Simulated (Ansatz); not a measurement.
This concerns the energy of the reaction as written. Reaction: cell B → cell A. The sign is products less reactants.

Cell A: a sheet of composition V, 1 atom, square cell of 2.30 Å (5.3 Å²), symmetry P4/mmm, 0.0 Å thick under 16 Å of vacuum, in-plane vectors relaxed; planes from bottom to top: V; a model cell; spin state with PBE: no moments, k-point mesh 24×24×1.
```yaml
crystal:
  lattice:
    - [2.29837, 0.00000, 0.00000]
    - [0.00000, 2.29837, 0.00000]
    - [0.00000, 0.00000, 16.00000]
  atoms:
    - { symbol: V, position: [0.00000, 0.00000, 0.50000] }
```

Cell B: a sheet of composition V, 1 atom, hexagonal cell of 2.44 Å (5.2 Å²), symmetry P6/mmm, 0.0 Å thick under 16 Å of vacuum, in-plane vectors relaxed; planes from bottom to top: V; a model cell; spin state with PBE: no moments, k-point mesh 30×30×1.
```
V
1.0
    2.44388     0.00000     0.00000
   -1.22194     2.11646     0.00000
    0.00000     0.00000    16.00000
V
1
Direct
  0.00000   0.00000   0.50000
```

Plane-wave PAW calculations with Ansatz (a quantum-chemistry and plane-wave program), its default PAW set, cutoff 420 eV, 500 eV for r2SCAN. The structures are at rest with PBE; other levels are single points on them. Neutral cells; Fermi-Dirac smearing of at most 0.10 eV in the solids, energies taken to zero width. The lattices are those relaxed with PBE, so at other levels the solids can be strained, which adds to the spread. A dispersion term (D3(BJ), or D4 for r2SCAN) was computed beside these levels and is taken off wherever the name lacks it. Static lattices, no vibrational contributions. Cell A has symmetry P4/mmm and got no random move, so less symmetric positions, which may lie lower, weren't tried. Cell B has symmetry P6/mmm and got no random move, so less symmetric positions, which may lie lower, weren't tried.

Q: Give the value at the level PBE.

A: 0.16 eV, for cell B → cell A.

Q: How does the value move with the functional?

A: 
```tsv
Level	value (eV)	less PBE
r2SCAN	0.14	-0.02
```

The levels span only 0.02 eV, too little to tell them apart.
